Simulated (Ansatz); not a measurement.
The parent structure is Be in the hcp (Mg type) structure (space group P6_3/mmc, No. 194; a = 2.264 Å, c = 3.564 Å). Axes: x lies along a and z along c of the hexagonal cell.

Method: r2SCAN (Ansatz, a program for electronic structure), scalar-relativistic without spin-orbit coupling.

Free-standing slabs (1 atom(s) a layer) normal to the z axis with 15 Å of vacuum; in-plane cell held at bulk.

One change was made to it. Results:

| quantity | base | after |
|---|---|---|
| excess energy per area of both faces (slab less bulk energy over the cell's area: twice a surface energy) (uncertain by up to 0.3 J/m²) | – | 3.7 J/m² |
| shortest interatomic distance | 2.210 Å | 2.224 Å |

Question: Which of these changes matches the shifts?
(A) 2 layers
(B) 7 layers
(C) 3 layers

Answer: B, 7 layers. For comparison, the shortest interatomic distance in the other runs: 3 layers gives 2.264 Å; 2 layers gives 2.264 Å.

Slab and bulk use different k-meshes, which limits the precision of the excess energy. Whether these cells are dynamically stable was not tested.
